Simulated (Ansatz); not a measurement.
Results of HSE06-D3(BJ) (plane waves, PAW; Ansatz, a program for electronic structure) for CsCl-type PdIn.

The input as run:

Ansatz 0.2 input:
```yaml
crystal:
  lattice:
    - [3.21271092, 0.0, 0.0]
    - [0.0, 3.21271092, 0.0]
    - [0.0, 0.0, 3.21271092]
  atoms:
    - { symbol: In, position: [0.5, 0.5, 0.5] }
    - { symbol: Pd, position: [0.0, 0.0, 0.0] }
basis:
  ecutwfc: 460
  ecutrho_ratio: 4
  xc_grid: 2
kpoints:
  mp_grid: { grid: [8, 8, 8] }
hamiltonian:
  xc: hse06
  dispersion: d3bj
  pseudopotentials: { kind: paw }
scf:
  occupations: { method: fermi_dirac, width: 0.05 }
  convergence: { dr2_threshold: 0.0000000002 }
output:
  forces: true
  stress: true
  eigenvalues: true
```

From the output:

```
WARN output.stress: scf.exx.energy_threshold = 1e-6 eV is looser than the 2e-8 eV advised for a stress under a hybrid functional (1e-8 eV for each atom of the …
Crystal: 2 atoms, lattice volume = 33.160 Å³
Basis set: ecut = 460 eV, 739 PW (Γ), exchange–correlation on 48×48×48 points (8 copies of the dense FFT grid, shifted against one another)
Bands: 20, of which v1, the nominal top of the filled ones, is band 16 counted from 1 (15 counted from 0)
Symmetry: 48 space group operations
Space group: Pm-3m (ITA 221), of the structure as read, at distance tolerance 3.2e-5 Å
k-points: 35 of 512
SCF iter   1: F=—  HF=-12573.124372 eV  |F-HF|=—  |Δ(HF+E_count)|=         —  Δρ=2.38e-3  dr2=9.02e-4
SCF iter   2: F=—  HF=-12573.124522 eV  |F-HF|=—  |Δ(HF+E_count)|=   1.50e-4  Δρ=6.77e-4  dr2=7.68e-5
  ...
SCF 1 converged in 7 iterations: F = -12573.124542 eV  dr2 = 4.85e-11
Crystal: 2 atoms, lattice volume = 33.160 Å³
Initial density: handed on by an earlier stage of this run
Crystal: 2 atoms, lattice volume = 33.160 Å³
SCF iter   5: F=—  HF=-12579.899095 eV  |F-HF|=—  |Δ(HF+E_count)|=   8.35e-9  Δρ=1.36e-6  dr2=3.01e-10
SCF iter   6: F=-12579.899095 eV  HF=-12579.899095 eV  |F-HF|=5.46e-12  |Δ(HF+E_count)|=  1.18e-10  Δρ=2.23e-7  dr2=3.53e-11
SCF 3 converged in 6 iterations: F = -12579.899095 eV  dr2 = 3.53e-11
Free energy (F): -12579.899096 eV
Internal energy: -12579.889423 eV  (E = F + TS)
E sigma→0 (E₀):  -12579.894259 eV
Fermi energy:    17.538344 eV
--- Forces (eV/Å), atoms counted from 1 ---
  atom   1  In     0.00000000    -0.00000000    -0.00000000
  atom   2  Pd    -0.00000000    -0.00000000    -0.00000000
--- Stress (GPa, compression-positive) ---
       -0.018452       0.000000       0.000000
        0.000000      -0.018452       0.000000
        0.000000       0.000000      -0.018452
  P = ⅓ Tr σ = -0.0185 GPa (-0.185 kbar)
```

The PAW data were made under PBE.

Note: the run warned that the count of filled bands differs between k points.
